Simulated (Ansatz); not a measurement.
# Quick settings and what they miss: LaNi3B (Imma, 10 atoms in the cell)

Self-consistent single point.

```
CELL_PARAMETERS angstrom
     -2.40063     3.46356     4.02126
      2.40063    -3.46356     4.02126
      2.40063     3.46356    -4.02126
ATOMIC_POSITIONS crystal
  La 0.82386 0.57386 0.25000
  La 0.17614 0.42614 0.75000
  Ni 0.32376 0.50000 0.32376
  Ni 0.67624 0.50000 0.67624
  Ni 0.67624 0.00000 0.17624
  Ni 0.32376 0.00000 0.82376
  Ni 0.00000 0.00000 0.00000
  Ni 0.50000 0.00000 0.50000
  B  0.38148 0.13148 0.25000
  B  0.61852 0.86852 0.75000
```

Level of theory: r2SCAN, PAW files made with PBE (plane waves; Ansatz, a program for electronic structure).

Base settings: basis.ecutwfc = 500 eV; kpoints.mp_grid.grid = 4 4 4; kpoints.mp_grid.shift = 0.5 0.5 0.5; hamiltonian.xc = r2scan; hamiltonian.pseudopotentials = {kind: paw} (the program's default PAW files); scf.occupations.method = cold; scf.occupations.width = 0.1 eV.

Tight run (finer mesh or higher cutoff; not a proven limit): basis.ecutwfc: 500 eV → 700 eV; kpoints.mp_grid.grid: 4 4 4 → 6 6 6; scf.convergence.dr2_threshold: default (1e-07 eV) → 1e-09 eV. It gave Fermi level (on the code's own zero) 16.06 eV; pressure 11.21 GPa; largest force (vector length) 0.388 eV/Å.

Quick runs, as changes from the base:
- A: the base itself
- B: basis.ecutwfc: 500 eV → 400 eV; kpoints.mp_grid.grid: 4 4 4 → 6 6 6
- C: basis.ecutwfc: 500 eV → 300 eV; kpoints.mp_grid.grid: 4 4 4 → 6 6 6
- D: basis.ecutwfc: 500 eV → 250 eV; scf.convergence.dr2_threshold: default (1e-07 eV) → 0.001 eV

Dashes: time of D, under 30 s.

The count of work is k-points × plane waves × bands × iterations; it is no time. Core times come from one kind of shared machine and are given to one figure; runs under 30 s give none.

Pressures in the table are Ansatz's without its Pulay estimate, at a fixed set of plane waves; the tight run's value above holds the estimate.

The starting cell comes from a database of computed structures (which also holds hypothetical and non-ambient phases and stackings), without a prior relaxation at this level. Its lattice was rescaled by a random factor within 2.5 % of one. Spin polarisation is off. In the base run, with a pressure of about 11 GPa the cell is away from its equilibrium volume at this level.

```
run  energy less tight (meV/atom)  pressure less tight (GPa)  largest miss in a force vector (eV/Å)  count of work / tight  core time / tight (rough)
---  ----------------------------  -------------------------  -------------------------------------  ---------------------  -------------------------
A                             0.6                       0.06                                  0.042                   0.21                        0.2
B                             6.3                      -0.14                                  0.002                   0.41                        0.5
C                           225.8                     -23.56                                  0.075                   0.25                        0.3
D                          1739.9                    -128.71                                  0.203                  0.046                          –
```

Among the runs at the tight run's level, the energy misses run from 0.6 to 1739.9 meV/atom.

Left out of this page: 1 run of the series outside the window shown, repeating another row's setting, or not comparable.

Keys are those of Ansatz 0.2.
